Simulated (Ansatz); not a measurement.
Start from Ca₃P₂ (space group P-3m1, No. 164; a = 4.6754 Å, c = 7.0391 Å; a hypothetical phase, not in the database extracts checked). Axes: x lies along a and z along c of the hexagonal cell.

(Cell as relaxed with PBE.)

Levels (all Ansatz, a program for electronic structure, PAW): PBE (420 eV, without spin-orbit coupling); r2SCAN (500 eV, no spin-orbit coupling).

Each level relaxes its own structure.

| base | PBE | r2SCAN |
|---|---|---|
| volume per atom | 26.65 Å³ | 26.52 Å³ |
| lattice parameter a | 4.675 Å | 4.670 Å |
| band gap | 1.39 eV | 1.68 eV |

The change: biaxial strain +4.13 %, plane normal [001], relaxed out of plane (Cartesian); in-plane vectors clamped, the third vector and the atoms free.

```tsv
quantity	PBE	r2SCAN
out-of-plane strain	-9.21 %	(withheld)
smallest direct gap	1.35 eV	(withheld)
electron mass	0.41 mₑ out of plane, 0.61 mₑ in plane (at K)	(withheld)
band gap	0.77 eV	(withheld)
```

**Question.** What does r2SCAN give?

**Answer.** 
- out-of-plane strain, r2SCAN: -9.28 %
- smallest direct gap, r2SCAN: 1.79 eV
- electron mass, r2SCAN: 0.41 mₑ out of plane, 0.58 mₑ in plane (at K)
- band gap, r2SCAN: 1.02 eV

PBE's out-of-plane strain lies 0.07 % above r2SCAN's; PBE's smallest direct gap lies 0.44 eV below r2SCAN's; PBE's band gap lies 0.25 eV below r2SCAN's. Neither level is exact; r2SCAN is the comparison here, not a measurement.

Effective masses come from finite differences of ±0.01 Å⁻¹. Stability against distortions was not tested.
